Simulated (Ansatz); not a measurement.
Take BeS in the zinc blende structure (space group F-43m, No. 216; a = 4.8686 Å) as the base.

The values are results of r2SCAN (Ansatz, a program for electronic structure; PAW; 500 eV plane waves; spin-orbit coupling left out), not measurements.

Before the change:

| Property | Value |
|---|---|
| Density | 2.36 g/cm³ |
| Width of the top valence band | 3.35 eV |
| Hole mass | 0.34, 0.57, 0.57 mₑ (at Γ) |

It is then changed as follows: hydrostatic tension (pressure −2 GPa).

### Question
Predict the new density.

### Answer
The density shrinks by 0.05 g/cm³ to 2.31 g/cm³.

### Question
How does this affect the width of the top valence band?

### Answer
The width of the top valence band drops by 0.10 eV, from 3.35 eV to 3.25 eV.

### Question
What does the calculation give for the mean gap deformation potential ΔEg/Δln V after the change?

### Answer
The mean gap deformation potential ΔEg/Δln V is +2.1 eV.

### Question
What happens to the hole mass?

### Answer
The hole mass (degenerate bands, along [100]) goes from 0.34, 0.57, 0.57 mₑ (at Γ) to 0.34, 0.58, 0.58 mₑ (at Γ).

Load acts through the strain it causes; cell and atoms are relaxed under it. Effective masses come from finite differences of ±0.01 Å⁻¹. No phonon test of stability was made.
